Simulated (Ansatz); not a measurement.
How far PBE and r2SCAN part for CsHS, uniaxial strain ε_yy = −4.43 %

Take CsHS (space group I4/m, No. 87; a = 8.402 Å, c = 9.300 Å; a cell from a computed database, its experimental status unchecked) as the base. Axes: x, y, z lie along a, b, c of the conventional cell.

(Cell as relaxed with PBE.)

Levels (all Ansatz, an electronic-structure program, PAW): PBE (420 eV, scalar-relativistic without spin-orbit coupling); r2SCAN (500 eV, without spin-orbit coupling).

Each level relaxes its own structure.

```tsv
base	PBE	r2SCAN
volume per atom	27.35 Å³	26.28 Å³
lattice parameter a	8.402 Å	8.291 Å
band gap	3.44 eV	3.90 eV
```

It is then changed as follows: uniaxial strain ε_yy = −4.43 %, all other strain components held at zero; the atoms relax in the strained cell.

```csv
quantity,PBE,r2SCAN
hole mass,"2.4 mₑ along x, 2.2 mₑ along y, 0.61 mₑ along z (at Γ)",…
band gap,3.46 eV,…
shortest interatomic distance,1.366 Å,…
energy relative to the base (free energy F),+5.0 meV/atom,…
```

**Question.** What does r2SCAN give?

**Answer.** 
- hole mass, r2SCAN: 2.3 mₑ along x, 2.2 mₑ along y, 0.57 mₑ along z (at Γ)
- band gap, r2SCAN: 3.86 eV
- shortest interatomic distance, r2SCAN: 1.353 Å
- energy relative to the base (free energy F), r2SCAN: +5.5 meV/atom

PBE's band gap lies 0.40 eV below r2SCAN's; PBE's shortest interatomic distance lies 0.0124 Å above r2SCAN's (0.9 %); PBE's energy relative to the base lies 0.5 meV/atom below r2SCAN's. Neither level is exact; r2SCAN is the comparison here, not a measurement.

Masses are band curvatures over ±0.01 Å⁻¹ around the edge. Stability against distortions was not tested.
